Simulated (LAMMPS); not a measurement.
Quenches at 1e+14 K/s across the composition of CdTe (zinc blende) with a share x of Te sites Se; each row starts from its own melt temperature.

Level of theory: classical MD, pair style sw, file CdTeZnSeHgS0.sw; code LAMMPS.

```csv
x,density,state
0.25,5.57 g/cm³ (one sample),glass
0.5,5.51 g/cm³ (one sample),glass
0.75,5.37 g/cm³ (one sample),glass
```

Caution: the real compound melts congruently only under the pressure of its own vapour and loses its more volatile element when open.
